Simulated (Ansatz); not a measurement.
# BAs, pressure series

Base system: BAs in the zinc blende structure (space group F-43m, No. 216; a = 4.7839 Å).

Cell and atoms are relaxed at each pressure.

Level of theory: r2SCAN/PAW in Ansatz (an electronic-structure program), no spin-orbit coupling.

Two rows of this table had their results exchanged by mistake.

| pressure | volume per atom (Å³) | shortest distance (Å) | band gap |
|---|---|---|---|
| pressure −2 GPa | 13.89 | 2.082 | 1.39 eV |
| pressure −1 GPa | 13.78 | 2.076 | 1.39 eV |
| pressure 0.3 GPa | 13.66 | 2.070 | 1.38 eV |
| pressure 0.7 GPa | 13.62 | 2.068 | 1.37 eV |
| pressure 1.5 GPa | 13.54 | 2.064 | 1.37 eV |
| pressure 3 GPa | 13.41 | 2.057 | 1.36 eV |
| pressure 5 GPa | 12.85 | 2.029 | 1.31 eV |
| pressure 7.5 GPa | 13.04 | 2.038 | 1.33 eV |
| pressure 10 GPa | 13.24 | 2.049 | 1.34 eV |

Q: Which two?

A: The rows for pressure 5 GPa and pressure 10 GPa: the volume has to fall steadily with pressure, so 13.24 Å³ belongs to pressure 5 GPa and 12.85 Å³ to pressure 10 GPa.

Load acts through the strain it causes; cell and atoms are relaxed under it. Whether these cells are dynamically stable was not tested. Competing high-pressure phases were not computed.
